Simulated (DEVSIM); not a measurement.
Device: Pd/AlN/SiO2/p-Si capacitor, at 300 K.

```
layer (left to right)  material  thickness (nm)  Na (cm⁻³)
---------------------  --------  --------------  ---------
1                           AlN            3.80          -
2                          SiO2           0.590          -
3                            Si            1400     1.7e17
```

Metal gate on the left, work function 5.2 eV. Fixed charge at the semiconductor interface 0 cm⁻² (in units of +e); interface traps 3.4e11 cm⁻² eV⁻¹, uniform in energy, neutral level at 0.7 of the gap above the valence band.

The device is made up for the run: typed textbook-type constants, with dimensions and the other settings drawn at random. Values at 300 K.

```
parameter      AlN  SiO2       Si
-------------  ---  ----  -------
gap (eV)       6.1     9    1.124
affinity (eV)  1.9   0.9     4.05
permittivity   8.5   3.9     11.7
Nc (cm⁻³)        -     -  2.86e19
Nv (cm⁻³)        -     -   3.1e19
```

DEVSIM, 1D Poisson equation in equilibrium, Boltzmann statistics, complete ionisation; no quantum confinement or tunnelling. Metal contacts follow the ideal Schottky-Mott rule: no Fermi-level pinning, no interface dipoles.

The AlN thickness was swept, all else fixed.

| AlN thickness (μm) | capacitance of the dielectric stack (μF/cm²) | minimum of the low-frequency capacitance (μF/cm²) | flat-band voltage (V) | threshold voltage (band bending 2φF) (V) |
|---|---|---|---|---|
| 0.0015 | 2.70 | 0.183 | 0.15 | 1.10 |
| 0.0021 | 2.22 | 0.180 | 0.14 | 1.12 |
| 0.0027 | 1.89 | 0.178 | 0.14 | 1.14 |
| 0.0032 | 1.68 | 0.177 | 0.14 | 1.15 |
| 0.0038 | 1.48 | 0.175 | 0.14 | 1.17 |
| 0.0046 | 1.28 | 0.171 | 0.13 | 1.20 |

From the first row to the last the capacitance of the dielectric stack goes from 2.70 to 1.28. From the first row to the last the minimum of the low-frequency capacitance goes from 0.183 to 0.171.
